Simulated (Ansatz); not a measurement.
Seebeck coefficient (μV/K, mean over directions) of p-type Si (Fd-3m) against carrier density, HSE06, rigid bands in Ansatz (a quantum-chemistry and plane-wave program). Computed gap 1.13 eV; densities at which minority carriers matter at this gap, or further valleys turn the trend, are left out. Conductivity mass 0.32 mₑ (harmonic mean over directions), N_v = 3.3e19 cm⁻³ at 300 K.

```
hole density  300 K  500 K  800 K
------------  -----  -----  -----
1e18 cm⁻³       512    578    638
3e18 cm⁻³         …    483    544
1e19 cm⁻³       316    380    440
3e19 cm⁻³       226    288    347
1e20 cm⁻³         …    191    247
3e20 cm⁻³        74    115    162
1e21 cm⁻³         …     57     88
```

### Question
Some entries are withheld; supply them.

### Answer

- 3e18 cm⁻³, 300 K: 418
- 1e20 cm⁻³, 300 K: 137
- 1e21 cm⁻³, 300 K: 34

Rigid bands with a gap fixed in temperature, one relaxation time for all states, no polarons or phonon drag, and whether or not such doping can be reached. Spin-orbit coupling is left out; where it splits the top of the valence band, N_v and the p-type Seebeck coefficient come out somewhat high without it. Geometry: cell and atoms relaxed with PBEsol.
